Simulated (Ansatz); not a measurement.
The starting structures come from a database of crystals and need not be the phases stable at ambient conditions.

Consider the following.

```xyz
2
Lattice="3.6832 0.0000 0.0000 0.0000 3.6832 0.0000 1.8416 -1.8416 2.6044" Properties=species:S:1:pos:R:3 pbc="T T T"
Mg     0.0000     0.0000     0.0000
S      3.6832     0.0000     2.6044
```

Space group of this cell: Fm-3m, rock salt. The cell is taken as given.

The current runs along the normal of the first two printed vectors, the (001) plane. All runs by Ansatz (a program for electronic structure), plane waves and PAW, without spin-orbit coupling; the base is r2SCAN.

```tsv
run	mean pressure (GPa)	gap (eV)	mid-gap κ (1/Å)
base	-0.3	3.46	0.268
all lengths scaled by 0.98	5.1	3.58	0.284
all lengths scaled by 1.02	-4.4	3.33	0.252
lda in place of r2scan	-3.5	2.55	0.216
lengths across the current scaled by 0.98, ions clamped	3.3	?	?
lengths across the current scaled by 1.02, ions clamped	-3.1	?	?
lengths along the current scaled by 0.97, ions clamped	2.5	3.37	0.286
lengths along the current scaled by 1.03, ions clamped	-2.3	3.27	0.252
pbesol in place of r2scan	-1.2	?	?
```

Fill in the missing entries.


- lengths across the current scaled by 0.98, ions clamped, gap (eV): 3.45
- lengths across the current scaled by 0.98, ions clamped, mid-gap κ (1/Å): 0.272
- lengths across the current scaled by 1.02, ions clamped, gap (eV): 3.28
- lengths across the current scaled by 1.02, ions clamped, mid-gap κ (1/Å): 0.263
- pbesol in place of r2scan, gap (eV): 2.70
- pbesol in place of r2scan, mid-gap κ (1/Å): 0.222
